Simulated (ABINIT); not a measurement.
ABINIT run on MnBr2 (R-3m, 3 atoms in the cell): self-consistent single point.

Computed with LDA (PW92), PAW (JTH v2.0 LDA PAW) (plane waves; ABINIT 10.0.3).

```yaml
crystal:
  lattice:
    - [1.93725, 1.11847, 6.60320]
    - [-1.93725, 1.11847, 6.60320]
    - [0.00000, -2.23694, 6.60320]
  atoms:
    - { symbol: Mn, position: [0.00000, 0.00000, 0.00000], spin: 4.0 }
    - { symbol: Br, position: [0.74261, 0.74261, 0.74261] }
    - { symbol: Br, position: [0.25739, 0.25739, 0.25739] }
```
(The spins are starting values, not results.)

Reference input (self-consistent single point, DFT, LDA (PW92), plane waves, PAW (JTH v2.0 LDA PAW)): pseudos = [Mn.LDA_PW-JTH.xml, Br.LDA_PW-JTH.xml]; ecut = 816 eV; pawecutdg = 1633 eV; pawxcdev = 0; ixc = 7; nsppol = 2; occopt = 3; tsmear = 0.02 eV; ngkpt = 5 5 5; nshiftk = 1; shiftk = 0 0 0; potentials = JTH v2.0 LDA PAW. This run's input differs from it in these lines:

```diff
@@ -29,3 +29,3 @@
 kptopt 1
-ngkpt 5 5 5
+ngkpt 4 4 4
 nshiftk 1
```

Log, with long lists cut:

```
--- !BeginCycle
solver: {iscf: 17, nstep: 80, nline: 4, wfoptalg: 10, }
tolerances: {toldfe: 1.00E-09, }
...

     iter   Etot(hartree)     deltaE(h) residm    nres2    magn
 ETOT  1  -130.52414464511    -1.31E+02 7.95E+00 1.79E+03 1.667
 ETOT  2  -135.05654856411    -4.53E+00 3.89E-02 7.20E+03 0.296
 ETOT  3  -132.34969506661     2.71E+00 5.88E-01 1.67E+02 4.479
 ETOT  4  -132.39214413302    -4.24E-02 2.05E-02 1.47E+02 4.921
 ETOT  5  -132.39733168449    -5.19E-03 9.21E-03 9.70E+01 4.997
   [... 10 lines left out ...]
 ETOT 16  -132.39315306480    -9.86E-08 2.94E-06 2.35E-06 5.000
 ETOT 17  -132.39315306913    -4.32E-09 6.93E-06 2.07E-07 5.000
 ETOT 18  -132.39315306943    -3.02E-10 1.43E-06 2.52E-08 5.000
 ETOT 19  -132.39315306947    -3.87E-11 4.72E-06 1.20E-08 5.000
 At SCF step   19, etot is converged :
  for the second time, diff in etot=  3.865E-11 < toldfe=  1.000E-09

 Cartesian components of stress tensor (hartree/bohr^3)
  sigma(1 1)=  1.24817560E-04  sigma(3 2)= -2.72634346E-13
  sigma(2 2)=  1.24817559E-04  sigma(3 1)=  0.00000000E+00
  sigma(3 3)=  1.05751515E-04  sigma(2 1)=  0.00000000E+00

 Integrated electronic and magnetization densities in atomic spheres:
 Radius=ratsph(iatom), smearing ratsm=  0.0000. Diff(up-dn)=approximate z local magnetic moment.
 Atom    Radius    up_density   dn_density  Total(up+dn)  Diff(up-dn)
    1   2.11192     8.615574     4.343609     12.959183     4.271964
    2   2.20919     2.520614     2.409951      4.930565     0.110663
    3   2.20919     2.520614     2.409951      4.930565     0.110663
   [... lines left out ...]
 Total magnetization (from the atomic spheres):             4.493290
 Total magnetization (exact up - dn):                       5.000003
 Fermi (or HOMO) energy (hartree) =   0.02278   Average Vxc (hartree)=  -0.32883
   [... lines left out ...]
'-kT*entropy'       : -2.57134356501021E-15
total_energy        : -1.32393156786079E+02
total_energy_eV     : -3.60260100974315E+03
...

-Cartesian components of stress tensor (GPa)         [Pressure= -3.4853E+00 GPa]
- sigma(1 1)=  3.67225879E+00  sigma(3 2)= -8.02117803E-09
- sigma(2 2)=  3.67225875E+00  sigma(3 1)=  0.00000000E+00
- sigma(3 3)=  3.11131647E+00  sigma(2 1)=  0.00000000E+00

 Calculation completed.
```

The run converged in 19 iterations. Against the reference run the free energy rises by 3.9 meV/atom, the pressure hardly changes (-3.56 to -3.49 GPa), the largest force moves little (0.382 to 0.383 eV/Å), the gap on the mesh goes from 1.197 to 1.156 eV and the size of the net moment stays at 1.67 μB/atom.

The starting cell comes from a database of computed structures (which also holds hypothetical and non-ambient phases and stackings), without a prior relaxation at this level. With one magnetic atom in the cell only a parallel order is possible. With a pressure of about -3 GPa the cell is away from its equilibrium volume at this level.

Cost on one core of a shared machine: roughly 7 min.
